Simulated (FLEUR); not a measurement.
Band structure of C (C2/m, 2 atoms in the cell).

```
CELL_PARAMETERS angstrom
      2.12732    -1.22828     0.00000
      2.12732     1.22828     0.00000
     -1.37907     0.00000     3.50284
ATOMIC_POSITIONS crystal
  C  0.83336 0.83336 0.00009
  C  0.16664 0.16664 0.99991
```

Level of theory: PBEsol, all-electron FLAPW (FLEUR), scalar-relativistic valence.

Settings: Kmax = 4.7 1/bohr; GmaxXC = 18.8 1/bohr; xcFunctional = PBEs; jspins = 1; l_soc = F; mode = hist; fermiSmearingEnergy = 0.00183747 Htr; mesh (inpgen div1-3) = 16 16 9; inpgen gamma flag = true; Gmax = 18.8 1/bohr; numbands = 0; maxIterBroyd = 25; imix = Anderson; alpha = 0.05.

The starting cell comes from a database of computed structures (which also holds hypothetical and non-ambient phases and stackings), without a prior relaxation at this level. Values depend on the basis (sphere radii, cutoffs, local orbitals), which need not be converged.

Levels in eV from the Fermi level, bands 1 to 6:
| point | 1 | 2 | 3 | 4 | 5 | 6 |
|---|---|---|---|---|---|---|
| Γ | -19.64 | -6.80 | -2.93 | -2.91 | 3.77 | 8.52 |
| Y | -14.17 | -13.23 | -6.38 | -2.56 | 1.44 | 7.38 |
| F | -15.64 | -11.54 | -6.19 | -2.95 | 2.60 | 7.54 |
| L | -14.24 | -13.28 | -6.33 | -2.05 | 1.99 | 7.67 |
| Z | -19.42 | -8.41 | -2.94 | -2.94 | 8.50 | 8.51 |
